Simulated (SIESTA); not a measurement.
**A self-consistent single point of Si (Fd-3m, 2 atoms in the cell) with SIESTA**

Computed with GGA PBE, numerical atomic orbitals TZP, PseudoDojo PBE standard norm-conserving potentials (rewritten from UPF to PSML) (SIESTA).

The input file:

```
# files in the folder: Si.psml (PseudoDojo PBE standard)
SystemName  Si
SystemLabel si

NumberOfAtoms                2
NumberOfSpecies              1
%block ChemicalSpeciesLabel
  1 14 Si
%endblock ChemicalSpeciesLabel
LatticeConstant              3.854667 Ang
%block LatticeVectors
     0.000000000    0.707106736    0.707106736
     0.707106736    0.000000000    0.707106736
     0.707106736    0.707106736    0.000000000
%endblock LatticeVectors
AtomicCoordinatesFormat      ScaledCartesian
%block AtomicCoordinatesAndAtomicSpecies
     0.353553368    0.353553368    0.353553368  1
     0.000000000    0.000000000    0.000000000  1
%endblock AtomicCoordinatesAndAtomicSpecies

XC.functional                GGA
XC.authors                   PBE
PAO.BasisSize                TZP
PAO.EnergyShift              0.01 Ry
MeshCutoff                   350 Ry
%block kgrid.MonkhorstPack
    8   0   0  0.0
    0   8   0  0.0
    0   0   8  0.0
%endblock kgrid.MonkhorstPack
OccupationFunction           FD
ElectronicTemperature        20.0 meV

MaxSCFIterations             150
SCF.Mixer.Method             Pulay
SCF.Mixer.Weight             0.2
SCF.Mixer.History            6
SCF.DM.Tolerance             1.0E-05
Diag.ParallelOverK           true
WriteForces                  true
Charge.Mulliken              end
```

The program printed (abridged):

```
reinit: Reading from file input.fdf

reinit: System Name: Si
reinit: System Label: si

coor:   Atomic-coordinates input format  =     Cartesian coordinates
coor:                                          (in units of alat)

siesta: Atomic coordinates (Bohr) and species
siesta:      2.57538   2.57538   2.57538  1        1
siesta:      0.00000   0.00000   0.00000  1        2

siesta: System type = bulk

initatomlists: Number of atoms, orbitals, and projectors:      2    34    36

siesta: ******************** Simulation parameters ****************************
redata: Spin configuration                          = none
redata: Time-Reversal Symmetry                      = T
redata: Number of Atomic Species                    =        1
redata: Mesh Cutoff                                 =   350.0000 Ry
redata: Net charge of the system                    =     0.0000 |e|
redata: Min. number of SCF Iter                     =        0
redata: Max. number of SCF Iter                     =      150
redata: SCF convergence failure will abort job
redata: SCF mix quantity                            = Hamiltonian
redata: Mix DM or H after convergence               =   F
redata: Recompute H after scf cycle                 =   F
redata: Mix DM in first SCF step                    =   T
redata: No kicks to SCF
redata: DM Mixing Weight for Kicks                  =     0.5000
redata: Require Harris convergence for SCF          =   F
redata: Harris energy tolerance for SCF             =     0.000100 eV
redata: Require DM convergence for SCF              =   T
redata: DM tolerance for SCF                        =     0.000010
redata: Require EDM convergence for SCF             =   F
redata: EDM tolerance for SCF                       =     0.001000 eV
redata: Require H convergence for SCF               =   T
redata: Hamiltonian tolerance for SCF               =     0.001000 eV
redata: Require (free) Energy convergence for SCF   =   F
redata: (free) Energy tolerance for SCF             =     0.000100 eV
redata: Using DFT-D3 dispersion                     =   F
redata: Using Saved Data (generic)                  =   F
redata: Method of Calculation                       = Diagonalization
redata: Electronic Temperature                      =   232.0904 K
redata: Number of TDED substeps                     =        3
redata: Dynamics option                             = Single-point calculation
redata: Save all siesta data in one NC              =   F
redata: ***********************************************************************

%block SCF.Mixers
  Pulay
%endblock SCF.Mixers

%block SCF.Mixer.Pulay
  # Mixing method
  method pulay
  variant stable

  # Mixing options
  weight 0.2000
  weight.linear 0.2000
  history 6
%endblock SCF.Mixer.Pulay

DM_history_depth set to one: no extrapolation allowed by default for geometry relaxation
Size of DM history Fstack: 1
Total number of electrons:     8.000000
Total ionic charge:     8.000000

* ProcessorY, Blocksize:    1  35

* Orbital distribution balance (max,min):    34    34

k-point displ. along   1 input, could be:     0.00    0.50
k-point displ. along   2 input, could be:     0.00    0.50
k-point displ. along   3 input, could be:     0.00    0.50
 Kpoints in:          320 . Kpoints trimmed:          296

siesta: k-grid: Number of k-points = 296
siesta: k-points from Monkhorst-Pack grid
siesta: k-cutoff (effective) =    15.419 Ang
siesta: k-point supercell and displacements
siesta: k-grid:     8     0     0      0.000
siesta: k-grid:     0     8     0      0.000
siesta: k-grid:     0     0     8      0.000

diag: Algorithm                                     = D&C
diag: Parallel over k                               =   F
diag: Use parallel 2D distribution                  =   F
diag: Parallel block-size                           = 35
diag: Parallel distribution                         =     1 x     1
diag: Used triangular part                          = Lower
diag: Absolute tolerance                            =  0.100E-15
diag: Orthogonalization factor                      =  0.100E-05
diag: Memory factor                                 =  1.0000

superc: Internal auxiliary supercell:     5 x     5 x     5  =     125
superc: Number of atoms, orbitals, and projectors:    250   4250   4500

                        Single-point calculation

superc: Internal auxiliary supercell:     5 x     5 x     5  =     125
superc: Number of atoms, orbitals, and projectors:    250   4250   4500

outcell: Unit cell vectors (Ang):
        0.000000    2.725661    2.725661
        2.725661    0.000000    2.725661
        2.725661    2.725661    0.000000

outcell: Cell vector modules (Ang)   :    3.854667    3.854667    3.854667
outcell: Cell angles (23,13,12) (deg):     60.0000     60.0000     60.0000
outcell: Cell volume (Ang**3)        :     40.4991
new_DM -- step:     1
Initializing Density Matrix...

Attempting to read DM from file... Failed...
DM filled with atomic data:

InitMesh: MESH = 36 x 36 x 36 = 46656
InitMesh: Mesh cutoff (required, used) =   350.000   361.597 Ry

stepf: Fermi-Dirac step function

        iscf     Eharris(eV)        E_KS(eV)     FreeEng(eV)     dDmax    Ef(eV) dHmax(eV)
   scf:    1     -229.706796     -230.064865     -230.064865  1.788076 -4.379152  0.328670
   scf:    2     -230.069679     -230.067302     -230.067302  0.005146 -4.335638  0.249804
   scf:    3     -230.073275     -230.070585     -230.070585  0.016620 -4.196510  0.001669
   scf:    4     -230.070598     -230.070592     -230.070592  0.001254 -4.194331  0.000700
   scf:    5     -230.070593     -230.070592     -230.070592  0.000265 -4.194409  0.000033
   scf:    6     -230.070592     -230.070592     -230.070592  0.000022 -4.194319  0.000004
mix: Pulay -- inversion failed, > SVD [rank/size] 3 / 5
   scf:    7     -230.070592     -230.070592     -230.070592  0.000001 -4.194321  0.000002

SCF Convergence by DM+H criterion
max |DM_out - DM_in|         :     0.0000005052
max |H_out - H_in|      (eV) :     0.0000020637
SCF cycle converged after 7 iterations

Using DM_out to compute the final energy and forces

siesta: E_KS(eV) =             -230.0706

siesta: E_KS - E_eggbox =      -230.0706

siesta: Atomic forces (eV/Ang):
     1    0.000008    0.000008    0.000008
     2   -0.000008   -0.000008   -0.000008
   Tot    0.000000   -0.000000   -0.000000
   Max    0.000008
   Res    0.000008    sqrt( Sum f_i^2 / 3N )
   Max    0.000008    constrained

Stress tensor Voigt[x,y,z,yz,xz,xy] (kbar):      -16.01      -16.01      -16.01       -0.00       -0.00       -0.00
(Free)E + p*V (eV/cell)     -229.6660
Target enthalpy (eV/cell)     -230.0706

siesta: Program's energy decomposition (eV):
siesta: Ebs     =       -76.498185
siesta: Eions   =       387.859309
siesta: Ena     =       123.623544
siesta: Ekin    =        82.679104
siesta: Enl     =        32.343711
siesta: Eso     =         0.000000
siesta: Edftu   =         0.000000
siesta: DEna    =         2.783556
siesta: DUscf   =         0.323480
siesta: DUext   =         0.000000
siesta: Ex      =       -73.808933
siesta: Ec      =       -10.155744
siesta: Exc     =       -83.964678
siesta: Eharris =      -230.070592
siesta: Etot    =      -230.070592
siesta: FreeEng =      -230.070592

siesta: Stress tensor (static) (eV/Ang**3):
siesta:    -0.009991   -0.000000   -0.000000
siesta:    -0.000000   -0.009991   -0.000000
siesta:    -0.000000   -0.000000   -0.009991

siesta: Cell volume =         40.499113 Ang**3

siesta: Pressure (static):
siesta:                Solid            Molecule  Units
siesta:           0.00010881          0.00010881  Ry/Bohr**3
siesta:           0.00999057          0.00999030  eV/Ang**3
siesta:          16.00666112         16.00621884  kBar

mulliken: Atomic and Orbital Populations:

Species: Si
Atom  Qatom  Qorb
               3s      3s      3s      3py     3pz     3px     3py     3pz
               3px     3py     3pz     3px     3Pdxy   3Pdyz   3Pdz2   3Pdxz
               3Pdx2-y2
   1  4.000   0.639  -0.010   0.544   0.443   0.443   0.443   0.281   0.281
              0.281   0.087   0.087   0.087   0.095   0.095   0.055   0.095

              0.055
   2  4.000   0.639  -0.010   0.544   0.443   0.443   0.443   0.281   0.281
              0.281   0.087   0.087   0.087   0.095   0.095   0.055   0.095

              0.055

mulliken: Qtot =        8.000

Mulliken Atomic Populations:
Atom #   charge [q] valence [e]  Species
     1    -0.000000    4.000000  Si
     2     0.000000    4.000000  Si
 Total     0.000000
```

The run converged in 7 iterations.

The starting cell comes from a database of computed structures (which also holds hypothetical and non-ambient phases and stackings), without a prior relaxation at this level. Its lattice was rescaled by a random factor within 2.5 % of one. Values carry the incompleteness of an atom-centred basis.
